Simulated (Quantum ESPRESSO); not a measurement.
Checking a run of Quantum ESPRESSO on NiAgF3 (Cmcm, 10 atoms in the cell). The aim is a self-consistent single point with DFT, PBEsol+U, plane waves, PSlibrary PAW (PBE) pseudopotentials.

Cell that was meant: a = 5.6731 Å, b = 5.6731 Å, c = 7.6339 Å, α = 90.00°, β = 90.00°, γ = 148.82°.

Part of the input:

```fortran
F     18.9984  F.pbe-n-kjpaw_psl.1.0.0.UPF
ATOMIC_POSITIONS {angstrom}
Ni    0.0000000000    0.0000000000    0.0000000000
Ni    0.0000000000    0.0000000000    3.8169545573
Ag    1.5244306258   -2.6830663495    1.9084792985
Ag    1.5244306258    2.6830663495    5.7254338558
F     1.5244306258   -1.3146462969    7.2676343714
F     1.5244306258    1.3146462969    0.3662747433
F     1.5244306258    1.3146462969    3.4506798140
F     1.5244306258   -1.3146462969    4.1832293006
F     1.5244306258    4.8009935448    1.9084792985
F     1.5244306258   -4.8009935448    5.7254338558
K_POINTS {automatic}
5 5 2  0 0 0
CELL_PARAMETERS {bohr}
   1.5244307264    -5.4644907990     0.0000000000
   1.5244307264     5.4644907990     0.0000000000
   0.0000000000     0.0000000000     7.6339096181
HUBBARD {atomic}
U Ni-3d 6.2
```

Output (repeated stretches shortened):

```
     file Ni.pbe-n-kjpaw_psl.1.0.0.UPF: wavefunction(s)  4S 3D renormalized
   [... lines left out ...]
     SPIN  2
     eigenvalues:
       0.600  0.600  0.600  0.600  0.600
     ------------------------ ATOM    2 ------------------------
     Tr[ns(  2)] (up, down, total) =   5.00000  3.00000  8.00000
     Atomic magnetic moment for atom   2 =   2.00000
     SPIN  1
     eigenvalues:
       1.000  1.000  1.000  1.000  1.000
     SPIN  2
     eigenvalues:
       0.600  0.600  0.600  0.600  0.600

     Number of occupied Hubbard levels =   16.0000

     Atomic wfc used for Hubbard projectors are NOT orthogonalized
     Self-consistent Calculation

     iteration #  1     ecut=    55.00 Ry     beta= 0.40

     =================== HUBBARD OCCUPATIONS ===================
     ------------------------ ATOM    1 ------------------------
     Tr[ns(  1)] (up, down, total) =   6.46545  6.45511 12.92056
     Atomic magnetic moment for atom   1 =   0.01034
     SPIN  1
     eigenvalues:
       1.166  1.220  1.223  1.417  1.440
     SPIN  2
     eigenvalues:
       1.163  1.219  1.222  1.414  1.438
     ------------------------ ATOM    2 ------------------------
   [... lines left out ...]
     atom   1 (R=0.031)  charge=  0.2607  magn=  0.0000
     atom   2 (R=0.031)  charge=  0.2698  magn=  0.0000
     atom   3 (R=0.065)  charge=  0.8269  magn=  0.0000
     atom   4 (R=0.065)  charge=  0.8315  magn=  0.0000
     atom   5 (R=0.121)  charge=  3.0689  magn=  0.0000
     atom   6 (R=0.121)  charge=  3.1177  magn=  0.0000
     atom   7 (R=0.121)  charge=  3.2264  magn=  0.0000
     atom   8 (R=0.121)  charge=  3.2652  magn=  0.0000
     atom   9 (R=0.121)  charge=  3.2181  magn=  0.0000
     atom  10 (R=0.121)  charge=  3.2237  magn=  0.0000
     End of self-consistent calculation

     =================== HUBBARD OCCUPATIONS ===================
     ------------------------ ATOM    1 ------------------------
     Tr[ns(  1)] (up, down, total) =   6.39504  6.39504 12.79009
     Atomic magnetic moment for atom   1 =   0.00000
     SPIN  1
     eigenvalues:
       1.152  1.205  1.206  1.403  1.429
     SPIN  2
     eigenvalues:
       1.152  1.205  1.206  1.403  1.429
     ------------------------ ATOM    2 ------------------------
     Tr[ns(  2)] (up, down, total) =   6.40070  6.40070 12.80139
     Atomic magnetic moment for atom   2 =   0.00000
     SPIN  1
     eigenvalues:
       1.156  1.207  1.208  1.404  1.426
     SPIN  2
     eigenvalues:
       1.156  1.207  1.208  1.404  1.426

   [... lines left out ...]
     the Fermi energy is    89.0321 ev
!    total energy              =    -944.98397655 Ry
     total magnetization       =     0.00 Bohr mag/cell
     absolute magnetization    =     0.00 Bohr mag/cell
   [... lines left out ...]

     Total force =  1604.279818     Total SCF correction =     0.000061

          total   stress  (Ry/bohr**3)                   (kbar)     P=   388879.49
   1.14582466   0.00145843   0.00014317       168556.63      214.54       21.06
   0.00145843   2.19767041   0.63907224          214.54   323288.48    94010.77
   0.00014317   0.63907224   4.58715201           21.06    94010.77   674793.36

   JOB DONE.
```

### Question
Can these results be used? Check the input.

### Answer
The run is not sound. The fault is this: cell lengths typed in angstrom where bohr is read. 1 bohr is 0.529 Å, so a mix-up scales every length by 1.89 or 0.529 and the volume by 6.75 or 0.148. To fix it, give the lengths in the unit that the key or card expects. The run converged in 17 iterations without an error; against the sound input the free energy rises by 646 eV/atom, the pressure goes from -4.19 to 38890 GPa, no clean gap remains on the mesh (levels overlap or are partly filled), against 1.59 eV before and the size of the net moment goes from 0.40 to 0.00 μB/atom.

The sound input it was made from differs as follows (other fixes are possible):
```diff
-CELL_PARAMETERS {bohr}
-   1.5244307264    -5.4644907990     0.0000000000
-   1.5244307264     5.4644907990     0.0000000000
-   0.0000000000     0.0000000000     7.6339096181
+CELL_PARAMETERS {angstrom}
+   1.5244300000    -5.4644900000     0.0000000000
+   1.5244300000     5.4644900000     0.0000000000
+   0.0000000000     0.0000000000     7.6339100000
```

With that input, the run converged in 19 iterations: free energy E − TS -19312.6384 eV; top of the valence band (on the code's own zero) 5.03 eV; gap on the k-point mesh 1.59 eV; pressure -4.19 GPa; largest force (vector length) 0.099 eV/Å (DFT, PBEsol+U, plane waves, PSlibrary PAW (PBE) pseudopotentials).

On the sound input: the starting cell comes from a database of computed structures (which also holds hypothetical and non-ambient phases and stackings), without a prior relaxation at this level. The magnetic order is the one reached from the typed start; others were not searched systematically. With U or open f shells several self-consistent states can exist. With a pressure of about -4 GPa the cell is away from its equilibrium volume at this level.
